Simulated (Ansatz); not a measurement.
The reference is MoSi2 (space group I4/mmm, No. 139; a = 3.1904 Å, c = 7.8211 Å).

All numbers come from PBEsol in Ansatz (plane waves to 420 eV, PAW, no spin-orbit coupling), earlier PAW set.

Before the change:

The band gap comes out as zero. The lattice parameter a is 3.190 Å. The c/a ratio comes out as 2.451.

It is then changed as follows: full substitution Si → Ge, then cell and atoms are relaxed.

Tabulated Pauling electronegativity and covalent radius: Si 1.90, 1.11 Å; Ge 2.01, 1.20 Å.

Problem. What happens to the band gap?

Solution. The band gap is still zero.

Problem. Estimate the effect on the lattice parameter a.

Solution. The lattice parameter a rises by 0.107 Å to 3.297 Å.

Problem. Estimate the effect on the c/a ratio.

Solution. The c/a ratio goes up by 0.032 (2.451 → 2.483).

No phonon test of stability was made. For MoGe2 in this form, whether it has been made was not checked. The final runs are not spin-polarised.

Ansatz is a program for electronic structure.
